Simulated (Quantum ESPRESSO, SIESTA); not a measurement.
A Quantum ESPRESSO input for a self-consistent single point of InP (F-43m, 2 atoms in the cell) (DFT, PBEsol, plane waves, PSlibrary PAW (PBE) pseudopotentials):

```fortran
&control
 calculation = 'scf'
 prefix = 'scf'
 outdir = './work'
 pseudo_dir = './'
 tprnfor = .true.
 tstress = .true.
/
&system
 ibrav = 0
 nat = 2
 ntyp = 2
 ecutwfc = 50
 ecutrho = 300
 occupations = 'smearing'
 smearing = 'fd'
 degauss = 0.000734986
 input_dft = 'pbesol'
/
&electrons
 conv_thr = 1.0e-11
/
ATOMIC_SPECIES
In   114.8180  In.pbe-dn-kjpaw_psl.1.0.0.UPF
P     30.9738  P.pbe-n-kjpaw_psl.1.0.0.UPF
CELL_PARAMETERS angstrom
   0.00000000     3.01071900     3.01071900
   3.01071900     0.00000000     3.01071900
   3.01071900     3.01071900     0.00000000
ATOMIC_POSITIONS bohr
In    0.00000000    0.00000000    0.00000000
P     2.84471717    2.84471717    2.84471717
K_POINTS automatic
5 5 5  0 0 0
```

Question: Write the same calculation as an input for SIESTA.

Answer: One input that does it (others would too):

```
# files in the folder: In.psml P.psml (PseudoDojo PBEsol standard)
SystemName  InP
SystemLabel siesta

NumberOfAtoms                2
NumberOfSpecies              2
%block ChemicalSpeciesLabel
  1 49 In
  2 15 P
%endblock ChemicalSpeciesLabel
LatticeConstant              1.0 Ang
%block LatticeVectors
     0.000000000    3.010719000    3.010719000
     3.010719000    0.000000000    3.010719000
     3.010719000    3.010719000    0.000000000
%endblock LatticeVectors
AtomicCoordinatesFormat      Bohr
%block AtomicCoordinatesAndAtomicSpecies
     0.000000000    0.000000000    0.000000000  1
     2.844717174    2.844717174    2.844717174  2
%endblock AtomicCoordinatesAndAtomicSpecies

XC.functional                GGA
XC.authors                   PBEsol
PAO.BasisSize                DZP
PAO.EnergyShift              0.01 Ry
MeshCutoff                   300 Ry
%block kgrid.MonkhorstPack
    5   0   0  0.0
    0   5   0  0.0
    0   0   5  0.0
%endblock kgrid.MonkhorstPack
OccupationFunction           FD
ElectronicTemperature        0.01 eV

MaxSCFIterations             150
SCF.Mixer.Method             Pulay
SCF.Mixer.Weight             0.25
SCF.Mixer.History            8
SCF.DM.Tolerance             1.0E-04
Diag.ParallelOverK           true
WriteForces                  true
Charge.Mulliken              end
```

Basis, cutoffs, solver keys and any potentials are the target program's own. This input uses DFT, GGA PBEsol, numerical atomic orbitals DZP, PseudoDojo PBEsol standard norm-conserving potentials (rewritten from UPF to PSML). Both were run: pressure -4.76 GPa in Quantum ESPRESSO and -4.18 in SIESTA; gap on the mesh 0.171 eV in Quantum ESPRESSO and 0.334 in SIESTA.

On SIESTA: the starting cell comes from a database of computed structures (which also holds hypothetical and non-ambient phases and stackings), without a prior relaxation at this level. Its lattice was rescaled by a random factor within 2.5 % of one. Values carry the incompleteness of an atom-centred basis. With a pressure of about -4 GPa the cell is away from its equilibrium volume at this level.

On Quantum ESPRESSO: the starting cell comes from a database of computed structures (which also holds hypothetical and non-ambient phases and stackings), without a prior relaxation at this level. Its lattice was rescaled by a random factor within 2.5 % of one. With a pressure of about -5 GPa the cell is away from its equilibrium volume at this level.
